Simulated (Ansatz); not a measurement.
Hypothetical P6_422 SiC, response to strain

Take SiC (space group P6_422, No. 181; a = 3.085 Å, c = 7.062 Å; a hypothetical phase, not in the database extracts checked) as the base. Axes: x lies along a and z along c of the hexagonal cell.

Strains are applied to the cell and any free atomic positions relax; under biaxial strain the out-of-plane vector relaxes too.

Levels (all Ansatz, an electronic-structure program, PAW): PBE (420 eV, spin-orbit coupling left out); PBEsol (420 eV, scalar-relativistic without spin-orbit coupling).

The base cell above is that of PBE; each level relaxes its own structures.

Notes on the quantities. pressure: mean of the normal stresses, compression positive.

| case | pressure, PBE | pressure, PBEsol |
|---|---|---|
| biaxial strain −2.31 %, plane normal [001], relaxed out of plane | 8.36 GPa | [?] |
| biaxial strain +3.65 %, plane normal [001], relaxed out of plane | -10.36 GPa | -10.68 GPa |
| uniaxial strain ε_xx = +2.22 % | -4.31 GPa | -4.53 GPa |
| uniaxial strain ε_xx = +2.84 % | -5.42 GPa | [?] |

Problem. What belongs in the blanks?

Solution. 
- biaxial strain −2.31 %, plane normal [001], relaxed out of plane, pressure, PBEsol: 8.59 GPa
- uniaxial strain ε_xx = +2.84 %, pressure, PBEsol: -5.70 GPa

The two levels differ by at most about 0.32 GPa. They put the cases in the same order.

Stability against distortions was not tested. The base started in P3_121 and relaxed to P6_422 at this level.
